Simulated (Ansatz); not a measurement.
Cost and result by functional for the surface energy of the (110) surface of fcc Al in its 1x1 cell, outermost plane spacing 1.43 Å in the ideal cut, in Ansatz (plane waves, PAW). Single points on the PBE structure, on one kind of machine; costs are rough ratios of the slab run's core time (references not counted) to the cheapest single point. r2SCAN's cost holds its higher cutoff (500 against 420 eV). Differences are taken against r2SCAN for comparison alone: no measured value is at hand, so the table doesn't rank accuracy.

Set-up: 8 atoms, 10.0 Å thick at the start (thin: gaps and levels are the slab's own); mesh 13x9x1; 0.1 eV smearing; dipole correction on; all atoms relaxed; symmetry of the start imposed; no spin, no spin-orbit, no U. These notes are the PBE run's.

```tsv
functional	relative cost	surface energy (J/m²)	less r2SCAN (J/m²)
PBEsol	1	1.14	0.04
LDA	1	1.16	0.05
RPBE	1	0.89	-0.21
r2SCAN	2	1.10	0.00
PBE (the relaxed run's value)	–	0.98	-0.12
```

The values span 0.27 J/m², while the single points' costs differ by a factor of roughly 2. Differences are of unrounded values.

Ansatz is an electronic-structure program.
